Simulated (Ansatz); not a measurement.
Base system: Ru in the diamond structure (space group Fd-3m, No. 227; a = 5.3918 Å; a hypothetical phase, not in the database extracts checked; relaxed with 0.1 eV smearing). Axes: x, y, z lie along the cube axes.

Computed with PBEsol/PAW in Ansatz (an electronic-structure program), spin-orbit coupling left out.

Before the change:

- Band gap: zero

It is then changed as follows: biaxial strain −0.25 %, plane normal [001], relaxed out of plane (Cartesian); in-plane vectors clamped, the third vector and the atoms free.

Problem. What does the calculation give for the in-plane stress after the change?

Solution. The mean in-plane stress (compression positive) comes out as +0.1 GPa.

Problem. Predict the new band gap.

Solution. The band gap remains zero.

Problem. What does the calculation give for the energy relative to the base after the change?

Solution. The energy hardly moves.

Problem. How does this affect the out-of-plane strain?

Solution. The out-of-plane strain comes out as +0.47 %.

Stability against distortions was not tested. All final runs are without spin polarisation.
